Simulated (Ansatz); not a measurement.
Take TiN in the rock salt structure (space group Fm-3m, No. 225; a = 4.248 Å; relaxed with 0.1 eV smearing) as the base.

Computed with PBE in Ansatz (plane waves to 420 eV, PAW, spin-orbit coupling left out).

Before the change:

| Property | Value |
|---|---|
| Pressure | 0.0 GPa |

The change: every lattice vector is shortened by 5.73 %, atoms relaxed at fixed cell.

How does this affect the pressure and energy relative to the base?

The pressure goes from zero to 71.1 GPa; the energy increases by 0.296 eV/atom.

The cells carry an imposed strain or load. Whether these cells are dynamically stable was not tested. The final runs are not spin-polarised. An odd electron count without spin: TiN.

Ansatz is a first-principles code.
